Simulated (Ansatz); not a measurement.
## Several settings converged on the (001) slab of SiSbPt5 (cut from a parent of space group no. 123; 7 atoms in the cell)

```xyz
7
Lattice="3.9128 0.0000 0.0000 0.0000 3.9128 0.0000 0.0000 0.0000 19.6044" Properties=species:S:1:pos:R:3 pbc="T T T"
Si     1.9564     1.9564    12.6044
Sb     0.0000     0.0000     8.8623
Pt     0.0000     0.0000    12.6044
Pt     1.9564     0.0000    10.7245
Pt     1.9564     0.0000     7.0000
Pt     0.0000     1.9564    10.7245
Pt     0.0000     1.9564     7.0000
```

Base method: LDA (PW92), default PAW files made with PBE (plane waves; Ansatz, a program for electronic structure).

Base settings: basis.ecutwfc = 420 eV; kpoints.mp_grid.grid = 8 8 1; hamiltonian.xc = lda; hamiltonian.pseudopotentials = {kind: paw} (the program's default PAW files); scf.occupations.method = gaussian; scf.occupations.width = 0.1 eV.

The count of work is k-points × plane waves × bands × iterations; it is no time. Core times come from one kind of shared machine, to one figure; runs under 30 s give none.

**The vacuum**

The mesh stays at the base's, so the ladder's end is converged at best in this setting alone.

Only quantities that move along the ladder and can be compared are tabulated.

| vacuum between outermost atoms (Å) | free energy less the last step's (meV/atom) | largest difference of a force vector from the last step's (eV/Å) | count of work / last |
|---|---|---|---|
| 3.0 | -255.69 | 0.952 | 0.21 |
| 4.0 | -72.57 | 0.403 | 0.21 |
| 5.0 | -17.24 | 0.083 | 0.26 |
| 6.0 | -4.13 | 0.022 | 0.33 |
| 7.0 | -1.26 | 0.007 | 0.35 |
| 8.0 | -0.62 | 0.007 | 0.38 |
| 10.0 | -0.34 | 0.006 | 0.44 |
| 12.0 | -0.24 | 0.004 | 0.49 |
| 14.0 | -0.18 | 0.003 | 0.55 |
| 17.0 | -0.11 | 0.002 | 0.63 |
| 20.0 | -0.07 | 0.001 | 0.64 |
| 25.0 | -0.03 | 0.001 | 0.86 |
| 30.0 | 0.00 | 0.000 | 1.0 |

Smallest vacuum between outermost atoms (Å) that holds the forces within 0.02 eV/Å of the last step, with all finer ones: 7.0, at 0.35 of the last step's count of work; the step before is off by 0.022 eV/Å.

Smallest vacuum between outermost atoms (Å) that holds the free energy within 1 meV/atom of the last step, with all finer ones: 8.0, at 0.38 of the last step's count of work; the step before is off by 1.3 meV/atom.

**The k-point mesh**

Only quantities that move along the ladder and can be compared are tabulated.

| kpoints.mp_grid.grid | free energy less the last step's (meV/atom) | largest difference of a force vector from the last step's (eV/Å) | count of work / last | core time / last (rough) |
|---|---|---|---|---|
| 2 2 1 | -16.50 | 1.432 | 0.067 | – |
| 3 3 1 | 6.88 | 0.659 | 0.053 | – |
| 4 4 1 | 10.60 | 0.199 | 0.096 | – |
| 5 5 1 | -2.44 | 0.116 | 0.077 | – |
| 6 6 1 | 2.29 | 0.211 | 0.16 | – |
| 7 7 1 | -6.28 | 0.079 | 0.14 | – |
| 8 8 1 | 1.19 | 0.024 | 0.22 | – |
| 10 10 1 | 1.00 | 0.090 | 0.30 | 0.3 |
| 12 12 1 | 0.28 | 0.041 | 0.36 | 0.4 |
| 14 14 1 | -0.08 | 0.014 | 0.46 | 0.5 |
| 16 16 1 | 0.17 | 0.006 | 0.58 | 0.7 |
| 19 19 1 | 0.10 | 0.010 | 0.71 | 0.9 |
| 22 22 1 | 0.00 | 0.000 | 1.0 | 1 |

Coarsest kpoints.mp_grid.grid that holds the free energy within 5 meV/atom of the last step, with all finer ones: 8 8 1, at 0.22 of the last step's count of work; the step before is off by 6.3 meV/atom.

Coarsest kpoints.mp_grid.grid that holds the forces within 0.02 eV/Å of the last step, with all finer ones: 14 14 1; the step before is off by 0.041 eV/Å.

**The depth of the slab**

Surface energy = (E_slab − N e_bulk)/2A, with e_bulk from the bulk crystal on its finest mesh (225 k-points); errors per atom of slab and bulk, whose meshes differ, grow with N. The bulk cell stands at -3.7 GPa at this level, so the slab is strained in the plane.

The mesh stays at the base's, so the ladder's end is converged at best in this setting alone.

Only quantities that move along the ladder and can be compared are tabulated.

| atoms | unrelaxed surface energy (J/m²) | count of work / last | core time / last (rough) |
|---|---|---|---|
| 7 | 2.066 | 0.12 | – |
| 14 | 2.094 | 0.32 | 0.2 |
| 21 | 2.078 | 0.62 | 0.5 |
| 28 | 2.070 | 1.0 | 1 |

Smallest size that holds the unrelaxed surface energy within 0.02 J/m² of the last step, with all finer ones: 21; the step before is off by 0.024 J/m².

On the base run: the starting cell comes from a database of computed structures (which also holds hypothetical and non-ambient phases and stackings), without a prior relaxation at this level. The slab is cut from that crystal, and its faces are unrelaxed. Its lattice was rescaled by up to half a per cent. Spin polarisation is off. The two faces of this cut differ, and no dipole correction was used. In the base run, forces exceed 1 eV/Å.

Left out of this page: 1 run of the series outside the window shown, repeating another row's setting, or not comparable.

Keys are those of Ansatz 0.2.
